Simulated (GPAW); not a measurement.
Band structure of CaMg₃ (P-6m2, 4 atoms in the cell).

```
CaMg3
1.0
    3.40907     0.00000     0.00000
   -1.70453     2.95234     0.00000
    0.00000     0.00000    10.88068
Ca Mg
1 3
Direct
  0.00000   0.00000   0.50000
  0.00000   0.00000   0.00000
  0.66667   0.33333   0.76455
  0.66667   0.33333   0.23545
```

Method: PBEsol, GPAW PAW datasets PBEsol (made by gpaw-setup) (plane waves; GPAW).

Settings: mode = pw; ecut = 800 eV; xc = PBEsol; kpts = 9 9 3; mesh shift (steps) = 0 0 0; occupations.name = methfessel-paxton; occupations.width = 0.1 eV; occupations.order = 0; nbands = -12; convergence.density = 1e-05 e/electron; convergence.energy = 1e-05 eV/electron; symmetry.symmorphic = false; symmetry.tolerance = 0.0005; maxiter = 120.

The starting cell comes from a database of computed structures (which also holds hypothetical and non-ambient phases and stackings), without a prior relaxation at this level.

Levels in eV from the Fermi level, bands 17 to 24:
```csv
point,17,18,19,20,21,22,23,24
Γ,-6.08,-4.80,-4.12,-0.98,-0.88,2.58,2.89,2.89
M,-1.96,-1.77,-1.06,-0.77,-0.48,0.15,1.39,1.39
K,-0.63,-0.55,-0.41,0.23,0.25,0.35,0.41,0.81
A,-5.97,-5.26,-2.95,-2.78,0.52,2.21,2.89,2.89
L,-1.89,-1.72,-1.35,-0.85,-0.20,0.24,1.34,1.58
H,-0.60,-0.40,-0.39,-0.06,0.04,0.08,0.80,1.22
```

Bands cross the Fermi level along this path, so the cell is metallic at this level.
